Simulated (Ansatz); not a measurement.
## BN in the wurtzite structure (space group P6_3mc, No. 186)

```xyz
4
Lattice="2.5410 0.0000 0.0000 -1.2705 2.2006 0.0000 0.0000 0.0000 4.2033" Properties=species:S:1:pos:R:3 pbc="T T T"
B      1.2705     0.7335     4.2026
B      0.0000     1.4671     2.1010
N      1.2705     0.7335     2.6286
N      0.0000     1.4671     0.5270
```

Calculations: PBEsol, PAW, 420 eV (Ansatz, a first-principles code; no spin-orbit coupling). k-mesh 15×15×8 (Γ-centred); smearing 0.05 eV (Fermi–Dirac).

```yaml
volume_per_atom: 5.88 Å³
density: 3.51 g/cm³
band_gap: 4.96 eV, indirect, Γ → K
electron_mass: 0.30 mₑ along c, 0.50 mₑ across
total_energy: -266.901 eV/atom (σ→0; compares only within this code and set-up)
```

Masses are band curvatures over ±0.01 Å⁻¹ around the edge. Whether these cells are dynamically stable was not tested.
